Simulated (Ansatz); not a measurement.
The reference is InAs in the zinc blende structure (space group F-43m, No. 216; a = 6.0261 Å). Axes: x, y, z lie along the cube axes.

The values are results of LDA (Ansatz, a quantum-chemistry and plane-wave program; PAW; 420 eV plane waves; no SOC), not measurements.

For the base:

```
Quantity            Value
---------------  --------
Pressure          0.0 GPa
Volume per atom  27.35 Å³
```

One thing is altered: tensile biaxial strain of 3.00 % in the plane normal to [001], as in epitaxy on a mismatched substrate; the out-of-plane cell vector and the atoms relax.

Predict the new energy relative to the base.

The energy grows by 11 meV/atom.

Estimate the effect on the pressure.

The pressure (mean of the normal stresses, compression positive) goes from zero to -1.4 GPa.

Estimate the effect on the volume per atom.

The volume per atom rises by 0.65 Å³ to 28.00 Å³.

Stability against distortions was not tested. The final runs are not spin-polarised.
